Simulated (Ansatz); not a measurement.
Start from Al$_{2}$Au (space group Fm-3m, No. 225; a = 6.003 Å; relaxed with 0.1 eV smearing). Axes: x, y, z lie along the cube axes.

The values are results of Ansatz (a quantum-chemistry and plane-wave program) PBEsol, no SOC, not measurements.

Perturbation: the cell is stretched by 1.50 % along z with no lateral relaxation, atoms relaxed at fixed cell.

Q: Predict the stress tensor and what it implies for the stiffness.

A: Stress of the strained cell less that of the base (GPa, compression positive):
```
   -1.4     0.0     0.0
    0.0    -1.4     0.0
    0.0     0.0    -2.2
```

Then −Δσ_ii/ε with ε = 0.0150 gives secant stiffness values (nonlinear terms included at this strain): C33 ≈ 147 GPa, C13 ≈ 92 GPa and C23 ≈ 92 GPa.

Whether these cells are dynamically stable was not tested.
